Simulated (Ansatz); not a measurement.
# What Sn → Ru does to hypothetical P6_3/mmc SnSe2

The parent structure is SnSe2 in the 2H-MoS2 type structure (space group P6_3/mmc, No. 194; a = 3.770 Å, c = 11.292 Å; a hypothetical phase, not in the database extracts checked; layered, stacked along the Cartesian z axis).

The change: full substitution Sn → Ru, then cell and atoms are relaxed.

Calculations: PBEsol-D3(BJ)/PAW in Ansatz (a first-principles code), no spin-orbit coupling. k-mesh 16×16×4 (Γ-centred); smearing 0.05 eV (Fermi–Dirac), for the changed cell.

```json
[
 {"quantity": "density", "base": "6.61 g/cm³", "changed": "7.77 g/cm³", "shift": "+1.16 g/cm³"},
 {"quantity": "lattice parameter a", "base": "3.770 Å", "changed": "3.351 Å", "shift": "-0.419 Å"},
 {"quantity": "c/a ratio", "base": "2.995", "changed": "3.399", "shift": "+0.4031"},
 {"quantity": "space group", "base": "P6_3/mmc (No. 194)", "changed": "P6_3/mmc (No. 194)", "shift": "–"},
 {"quantity": "shortest interatomic distance", "base": "2.779 Å", "changed": "2.464 Å", "shift": "-0.315 Å"},
 {"quantity": "band gap", "base": "zero", "changed": "zero", "shift": "–"}
]
```

No phonon test of stability was made. As relaxed here, RuSe2 is a hypothetical phase, not in the database extracts checked. All final runs are without spin polarisation. RuSe2 has a high density of states at the Fermi level and may be magnetic at this level.
